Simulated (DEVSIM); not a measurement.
Device: TaN/HfO2/p-Si capacitor, at 300 K.

| layer (left to right) | material | thickness (nm) | Na (cm⁻³) |
|---|---|---|---|
| 1 | HfO2 | 14.0 | - |
| 2 | Si | 350 | 2.7e18 |

Metal gate on the left, work function 4.4 eV. Fixed charge at the semiconductor interface 0 cm⁻² (in units of +e); no interface traps.

This is a model device: material constants are rounded textbook-type values typed into the input, and sizes, dopings and lifetimes were drawn at random. Values at 300 K; Nc and Nv go as T^1.5, mobilities as T to minus their exponent, the gap by Varshni's rule with the affinity fixed.

| parameter | HfO2 | Si |
|---|---|---|
| gap (eV) | 5.7 | 1.124 |
| affinity (eV) | 2.5 | 4.05 |
| permittivity | 22 | 11.7 |
| Nc (cm⁻³) | - | 2.86e19 |
| Nv (cm⁻³) | - | 3.1e19 |
| Varshni α (eV/K) | - | 0.000473 |
| Varshni β (K) | - | 636 |

DEVSIM, 1D Poisson equation in equilibrium, Boltzmann statistics, complete ionisation; no quantum confinement or tunnelling. Metal contacts follow the ideal Schottky-Mott rule: no Fermi-level pinning, no interface dipoles.

The temperature was swept, all else fixed.

```tsv
temperature (K)	flat-band voltage (V)	threshold voltage (band bending 2φF) (V)	minimum of the low-frequency capacitance (μF/cm²)
250	-0.74	1.00	0.370
300	-0.71	0.97	0.377
350	-0.68	0.94	0.391
400	-0.65	0.90	0.401
450	-0.61	0.86	0.420
500	-0.58	0.82	0.433
```

From the first row to the last the flat-band voltage goes from -0.74 to -0.58. From the first row to the last the threshold voltage (band bending 2φF) goes from 1.00 to 0.82.
